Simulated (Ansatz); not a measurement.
Reference: BP (F-43m), r2SCAN with spin-orbit coupling, rigid bands (plane waves, PAW; Ansatz, a first-principles code); axes and stresses refer to this cell.

```
CELL_PARAMETERS angstrom
      0.00000     2.26008     2.26008
      2.26008     0.00000     2.26008
      2.26008     2.26008     0.00000
ATOMIC_POSITIONS crystal
  B  0.00000 0.00000 0.00000
  P  0.25000 0.25000 0.25000
```

* **electron conductivity mass**: 0.32 mₑ
* **hole conductivity mass**: 0.40 mₑ
* **Seebeck coefficient, p-type 1e19 cm⁻³**: 318 μV/K

Q: After one change the values are electron conductivity mass 0.32 mₑ; hole conductivity mass 0.31 mₑ; Seebeck coefficient, p-type 1e19 cm⁻³ 261 μV/K. Name the change that produced these shifts.
A. hydrostatic pressure of 24 GPa (compression positive)
B. uniaxial stress along [001] of -12 GPa (compression positive)
C. hydrostatic pressure of -8 GPa (compression positive)
D. hydrostatic pressure of 4 GPa (compression positive)

A: B, uniaxial stress along [001] of -12 GPa (compression positive)

Masses are for dilute carriers at 300 K, harmonic means over directions unless an axis is named. Seebeck coefficients are for the stated density at 300 K, with one relaxation time for all states and whether or not that doping can be reached. Stresses and pressures are the targets of the relaxation.  The structure type is held under load, also where the real crystal would transform.
